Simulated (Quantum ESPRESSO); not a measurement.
Troubleshooting Quantum ESPRESSO: a failed run on ZnS (F-43m, 2 atoms in the cell). The aim is a self-consistent single point with DFT, PBE, plane waves, SSSP 1.1.2 efficiency (PBE) pseudopotentials.

Cell that was meant: a = 3.8056 Å, b = 3.8056 Å, c = 3.8056 Å, α = 60.00°, β = 60.00°, γ = 60.00°.

Part of the input:

```fortran
 ecutrho = 400
 occupations = 'fixed'
 nbnd = 21
&ELECTRONS
 conv_thr = 1.0d-10
 mixing_beta = 0.3
/
```

Output (repeated stretches shortened):

```
     This program is part of the open-source Quantum ESPRESSO suite
     for quantum simulation of materials; please cite

 %%%%%%%%%%%%%%%%%%%%%%%%%%%%%%%%%%%%%%%%%%%%%%%%%%%%%%%%%%%%%%%%%%%%%%%%%%%%%%
     Error in routine  read_namelists (1):
      bad line in namelist &system: "&ELECTRONS" (error could be in the previous line)
 %%%%%%%%%%%%%%%%%%%%%%%%%%%%%%%%%%%%%%%%%%%%%%%%%%%%%%%%%%%%%%%%%%%%%%%%%%%%%%

     stopping ...
```

Task: From the messages shown, name the fault and mend the input.

Result: The fault is a namelist without its closing slash. The reader runs on into the next namelist. To fix it, close the namelist. The program stopped before any SCF iteration.

The sound input it was made from differs as follows (other fixes are possible):
```diff
+/
```

With that input, the run converged in 10 iterations: free energy E − TS -6609.2519 eV; top of the valence band (on the code's own zero) 6.92 eV; gap on the k-point mesh 2.16 eV; pressure 2.38 GPa (DFT, PBE, plane waves, SSSP 1.1.2 efficiency (PBE) pseudopotentials).

On the sound input: the starting cell comes from a database of computed structures (which also holds hypothetical and non-ambient phases and stackings), without a prior relaxation at this level. Its lattice was rescaled by a random factor within 2.5 % of one.
